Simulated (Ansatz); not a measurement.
Rh: response to strain

The reference is Rh in the fcc (Cu type) structure (space group Fm-3m, No. 225; relaxed with 0.1 eV smearing).

```yaml
crystal:
  lattice:
    - [0.00000, 1.90077, 1.90077]
    - [1.90077, 0.00000, 1.90077]
    - [1.90077, 1.90077, 0.00000]
  atoms:
    - { symbol: Rh, position: [0.00000, 0.00000, 0.00000] }
```

Cartesian axes are those of the cell as printed.

Strains are applied to the cell and any free atomic positions relax; under biaxial strain the out-of-plane vector relaxes too.

Calculations: r2SCAN (Ansatz, a quantum-chemistry and plane-wave program; PAW; 500 eV plane waves; no spin-orbit coupling).

Notes on the quantities. energy relative to the base: free energy F.

| biaxial strain, plane normal [001], relaxed out of plane (%) | energy relative to the base (meV/atom) |
|---|---|
| 0 | 0.0 |
| 0.5 | 1.0 |
| 1 | 3.8 |
| 1.5 | ? |
| 2 | 14.8 |
| 2.5 | 22.6 |
| 3 | 32.0 |

Fit ΔE = Aε² + Bε³ (ε in %) to the rows shown and predict the withheld row.

Least squares on the printed values gives A = 3.96 and B = -0.14 meV/atom (largest residual 0.0 meV/atom); this predicts 8.5 meV/atom, and the run gives 8.5 meV/atom, in agreement.

Stability against distortions was not tested. All final runs are without spin polarisation. Rh lies near a magnetic instability that expansion can trigger; it was not tested.
